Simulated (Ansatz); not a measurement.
## A computed series for ZnO: response to strain

Base system: ZnO in the wurtzite structure (space group P6_3mc, No. 186; a = 3.235 Å, c = 5.211 Å). Axes: x lies along a and z along c of the hexagonal cell.

Strains are applied to the cell and any free atomic positions relax; under stress the whole cell relaxes.

Computed with r2SCAN (Ansatz, an electronic-structure program; PAW; 500 eV plane waves; spin-orbit coupling left out).

Notes on the quantities. pressure: mean of the normal stresses, compression positive; energy relative to the base: free energy F.

```json
[
 {"change": "base", "pressure": "0.00 GPa", "band gap": "1.24 eV", "energy relative to the base": "0 meV/atom", "shortest interatomic distance": "1.970 Å", "electron mass": "0.19 mₑ (at Γ)"},
 {"change": "isotropic strain +5.34 %", "pressure": "-16.62 GPa", "band gap": "0.99 eV", "energy relative to the base": "+119 meV/atom", "shortest interatomic distance": "2.076 Å", "electron mass": "0.16 mₑ (at Γ)"},
 {"change": "uniaxial strain ε_xx = −3.46 %", "pressure": "5.56 GPa", "band gap": "1.23 eV", "energy relative to the base": "+9.5 meV/atom", "shortest interatomic distance": "1.946 Å", "electron mass": "0.20 mₑ along x, 0.20 mₑ along y, 0.19 mₑ along z (at Γ)"},
 {"change": "uniaxial strain ε_yy = +0.73 %", "pressure": "-1.08 GPa", "band gap": "1.22 eV", "energy relative to the base": "+0.4 meV/atom", "shortest interatomic distance": "1.975 Å", "electron mass": "0.19 mₑ (at Γ)"},
 {"change": "uniaxial stress, 1 GPa tension along x", "pressure": "–", "band gap": "1.23 eV", "energy relative to the base": "+0.3 meV/atom", "shortest interatomic distance": "1.972 Å", "electron mass": "0.19 mₑ (at Γ)"}
]
```

Effective masses come from finite differences of ±0.01 Å⁻¹. Semilocal Kohn–Sham gaps tend to fall short of experiment. Stability under load was not tested beyond the relaxation.
